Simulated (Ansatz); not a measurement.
Start from SnTe in the rock salt structure (space group Fm-3m, No. 225).

```
CELL_PARAMETERS angstrom
      0.00000     3.18559     3.18559
      3.18559     0.00000     3.18559
      3.18559     3.18559     0.00000
ATOMIC_POSITIONS crystal
  Te 0.00000 0.00000 0.00000
  Sn 0.50000 0.50000 0.50000
```

Method: DFT with r2SCAN, PAW potentials and a 500 eV plane-wave cutoff in Ansatz (an electronic-structure program), no spin-orbit coupling, earlier PAW set.

Base values:

```
Property            Result
-------------  -----------
Gap character  direct at L
Pressure          0.0 kbar
```

Perturbation: every lattice vector is stretched by 2.01 %; the atoms relax in the strained cell.

### Question
How does this affect the hole mass, gap character and pressure?

### Answer
The hole mass comes out as 0.14 mₑ along k, 0.033 mₑ across (at L); the gap character stays direct at L; the pressure goes from zero to -23.1 kbar.

With Te present, leaving out spin-orbit coupling can change the band edges. Effective masses come from finite differences of ±0.01 Å⁻¹. Along k means along the line from Γ to the band edge. Stability against distortions was not tested. A zero or small gap of SnTe can be the functional's error rather than a property of the material.
